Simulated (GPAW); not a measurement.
A self-consistent single point of SrPd2 (Fd-3m, 6 atoms in the cell) with GPAW.

Method of the run: LDA (Perdew-Wang 92), GPAW PAW datasets LDA (gpaw-data 1.0.1) (plane waves; GPAW 25.7.0).

```yaml
crystal:
  lattice:
    - [0.00000, 3.93562, 3.93562]
    - [3.93562, 0.00000, 3.93562]
    - [3.93562, 3.93562, 0.00000]
  atoms:
    - { symbol: Sr, position: [0.75000, 0.75000, 0.75000] }
    - { symbol: Sr, position: [0.50000, 0.50000, 0.50000] }
    - { symbol: Pd, position: [0.12500, 0.62500, 0.12500] }
    - { symbol: Pd, position: [0.12500, 0.12500, 0.12500] }
    - { symbol: Pd, position: [0.62500, 0.12500, 0.12500] }
    - { symbol: Pd, position: [0.12500, 0.12500, 0.62500] }
```

Reference input (self-consistent single point, DFT PBEsol, plane waves, GPAW PAW datasets PBEsol (made by gpaw-setup)): mode = pw; ecut = 600 eV; xc = PBEsol; kpts = 7 7 7; mesh shift (steps) = 0 0 0; occupations.name = methfessel-paxton; occupations.width = 0.136 eV; occupations.order = 0; nbands = -12; convergence.forces = 0.001 eV/Å; symmetry.symmorphic = false; symmetry.tolerance = 0.0005. This run's input differs from it in these lines:

```diff
@@ -17,3 +17,3 @@
 calc = GPAW(mode=PW(600),
-            xc='PBEsol',
+            xc='LDA',
             kpts=(7, 7, 7),
```

Its files differ too (potentials: GPAW PAW datasets LDA (gpaw-data 1.0.1)).

The program printed (abridged):

```
     iter     time        total  log10-change:
                         energy   eigst   dens  force
iter:   1 --:--:--   -38.146677
iter:   2 --:--:--   -34.235024   -0.66  -1.06
iter:   3 --:--:--   -29.806070   -0.22  -1.14
iter:   4 --:--:--   -29.051280   -2.10  -1.67
iter:   5 --:--:--   -31.007989   -0.79  -1.72
   [... 3 lines left out ...]
iter:   9 --:--:--   -28.904163   -2.08  -1.73
iter:  10 --:--:--   -28.652499   -2.10  -1.90
iter:  11 --:--:--   -28.599633   -2.59  -2.21
iter:  12 --:--:--   -28.628872   -3.71  -2.48
iter:  13 --:--:--   -28.594563c  -2.33  -2.30
iter:  14 --:--:--   -28.590798c  -3.97  -2.64
   [... lines left out ...]
iter:  18 --:--:--   -28.584894c  -3.84  -2.78
iter:  19 --:--:--   -28.584734c  -4.39  -3.33
iter:  20 --:--:--   -28.584726c  -5.76  -3.94
iter:  21 --:--:--   -28.584728c  -6.62  -3.92
iter:  22 --:--:--   -28.584736c  -6.44  -3.93
iter:  23 --:--:--   -28.584714c  -6.70  -4.16c
iter:  24 --:--:--   -28.584705c  -7.03  -4.23c
iter:  25 --:--:--   -28.584708c  -6.55  -4.21c
iter:  26 --:--:--   -28.584695c  -6.09  -4.46c
iter:  27 --:--:--   -28.584706c  -6.60  -4.18c
iter:  28 --:--:--   -28.584709c  -7.34  -4.71c
iter:  29 --:--:--   -28.584709c  -8.63c -4.92c
iter:  30 --:--:--   -28.584711c  -8.47c -4.89c -16.65c
Converged after 30 iterations.

Dipole moment: (-23.769380, -23.769380, -23.769380) |e|*Ang

Energy contributions relative to reference atoms: (reference = -721185.782517)

Kinetic:        -23.531097
Potential:      +10.433430
External:        +0.000000
XC:             -14.082835
Entropy (-ST):   -0.026785
Local:           -1.390815
SIC:             +0.000000
--------------------------
Free energy:    -28.598104
Extrapolated:   -28.584711

Showing only first 2 kpts
 Kpt  Band  Eigenvalues  Occupancy
  0    40      7.80969    0.96690
  0    41      8.34050    0.00000
  0    42      8.34050    0.00000
  0    43      8.87840    0.00000

  1    40      7.42510    1.99992
  1    41      8.22849    0.00001
  1    42      8.55034    0.00000
  1    43      8.94656    0.00000

Fermi level: 7.80570

No gap
   [... lines left out ...]
  0 Sr   -0.00000   -0.00000   -0.00000
  1 Sr    0.00000   -0.00000    0.00000
  2 Pd    0.00000   -0.00000   -0.00000
  3 Pd    0.00000   -0.00000   -0.00000
  4 Pd   -0.00000    0.00000    0.00000
  5 Pd    0.00000   -0.00000   -0.00000

Stress tensor:
     0.038905    -0.000000     0.000000
    -0.000000     0.038905     0.000000
     0.000000     0.000000     0.038905
Stress (GPa, Voigt): [ 6.2332  6.2332  6.2332  0.      0.     -0.    ]
```

The run converged in 30 iterations. GPAW prints stress with tension positive. Against the reference run the pressure goes from -2.66 to -6.23 GPa.

The starting cell comes from a database of computed structures (which also holds hypothetical and non-ambient phases and stackings), without a prior relaxation at this level. Spin polarisation is off. With a pressure of about -6 GPa the cell is away from its equilibrium volume at this level.

Cost on one core of a shared machine: roughly 90 s.
